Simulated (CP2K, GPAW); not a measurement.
A CP2K input for a self-consistent single point of Li₃YSb₂ (P-3m1, 6 atoms in the cell) (DFT PBEsol, GPW, DZVP-MOLOPT-SR-GTH basis, GTH-PBE potentials (GTH_POTENTIALS)):

```
&GLOBAL
  PROJECT li3ysb2
  RUN_TYPE ENERGY_FORCE
  PRINT_LEVEL MEDIUM
&END GLOBAL
&FORCE_EVAL
  METHOD Quickstep
  STRESS_TENSOR ANALYTICAL
  &DFT
    BASIS_SET_FILE_NAME BASIS_MOLOPT
    POTENTIAL_FILE_NAME GTH_POTENTIALS
    &QS
      METHOD GPW
      EPS_DEFAULT 1E-10
    &END QS
    &MGRID
      CUTOFF 500
      REL_CUTOFF 40
      NGRIDS 5
    &END MGRID
    &SCF
      SCF_GUESS ATOMIC
      EPS_SCF 1E-6
      MAX_SCF 100
      ADDED_MOS 6
      &DIAGONALIZATION
        ALGORITHM STANDARD
      &END DIAGONALIZATION
      &MIXING
        METHOD BROYDEN_MIXING
        ALPHA 0.3
        NBUFFER 12
        BETA 1
      &END MIXING
      &SMEAR ON
        METHOD FERMI_DIRAC
        ELECTRONIC_TEMPERATURE [K] 1578.21
      &END SMEAR
    &END SCF
    &KPOINTS
      SCHEME MONKHORST-PACK 6 6 3
      GAMMA_CENTERED T
    &END KPOINTS
    &XC
      &XC_FUNCTIONAL
        &PBE
          PARAMETRIZATION PBESOL
        &END PBE
      &END XC_FUNCTIONAL
    &END XC
    &PRINT
      &MO
        EIGENVALUES T
        OCCUPATION_NUMBERS T
        NDIGITS 8
        FILENAME mo
        &EACH
          QS_SCF 0
        &END EACH
        ADD_LAST NUMERIC
      &END MO
      &MULLIKEN ON
      &END MULLIKEN
    &END PRINT
  &END DFT
  &SUBSYS
    &CELL
      A 4.44085000 0.00000000 0.00000000
      B -2.22042500 3.84588900 0.00000000
      C 0.00000000 0.00000000 7.04364200
      PERIODIC XYZ
    &END CELL
    &COORD
      Li      -0.00000222     2.56392728     4.58548138
      Li       2.22042722     1.28196172     2.45816062
      Li       0.00000000     0.00000000     3.52182100
      Y        0.00000000     0.00000000     0.00000000
      Sb      -0.00000222     2.56392728     1.75562777
      Sb       2.22042722     1.28196172     5.28801423
    &END COORD
    &KIND Li
      BASIS_SET DZVP-MOLOPT-SR-GTH-q3
      POTENTIAL GTH-PBE-q3
    &END KIND
    &KIND Y
      BASIS_SET DZVP-MOLOPT-SR-GTH-q11
      POTENTIAL GTH-PBE-q11
    &END KIND
    &KIND Sb
      BASIS_SET DZVP-MOLOPT-SR-GTH-q5
      POTENTIAL GTH-PBE-q5
    &END KIND
  &END SUBSYS
  &PRINT
    &FORCES ON
    &END FORCES
    &STRESS_TENSOR ON
    &END STRESS_TENSOR
  &END PRINT
&END FORCE_EVAL
```

Problem. Write the same calculation as an input for GPAW.

Solution. This is the input that was run; spellings and numerical settings could be chosen otherwise.

```python
from ase import Atoms
from ase.units import GPa
from gpaw import GPAW

atoms = Atoms(['Li', 'Li', 'Li', 'Y', 'Sb', 'Sb'],
              cell=[[4.440850, 0.000000, 0.000000],
                    [-2.220425, 3.845889, 0.000000],
                    [0.000000, 0.000000, 7.043642]],
              scaled_positions=[[0.333333, 0.666667, 0.651010],
                                [0.666667, 0.333333, 0.348990],
                                [0.000000, 0.000000, 0.500000],
                                [0.000000, 0.000000, 0.000000],
                                [0.333333, 0.666667, 0.249250],
                                [0.666667, 0.333333, 0.750750]],
              pbc=True)

calc = GPAW(mode={'name': 'pw', 'ecut': 600},
            xc='PBEsol',
            kpts={'size': (6, 6, 3), 'gamma': True},
            occupations={'name': 'fermi-dirac', 'width': 0.136},
            nbands=-14,
            convergence={'density': 1e-05},
            symmetry={'symmorphic': False, 'tolerance': 0.0005},
            maxiter=100)

atoms.calc = calc

energy = atoms.get_potential_energy()
print('Energy (eV):', round(energy, 6))
forces = atoms.get_forces()
print('Forces (eV/Ang):')
print(forces.round(5))
stress = atoms.get_stress()
print('Stress (GPa, Voigt):', (stress / GPa).round(4))
```

Basis settings and potentials, where a program has them, do not carry over. This input uses DFT PBEsol, plane waves, GPAW PAW datasets PBEsol (made by gpaw-setup). Both were run: pressure 2.52 GPa in CP2K and 1.17 in GPAW; largest force 0.017 eV/Å in CP2K and 0.012 in GPAW.

On GPAW: the starting cell comes from a database of computed structures (which also holds hypothetical and non-ambient phases and stackings), without a prior relaxation at this level. For this run, on top of that: lattice scaled by 0.98.

On CP2K: the starting cell comes from a database of computed structures (which also holds hypothetical and non-ambient phases and stackings), without a prior relaxation at this level. For this run, on top of that: lattice scaled by 0.98. Values carry the incompleteness of an atom-centred basis. The potentials were made for another functional than the one used.
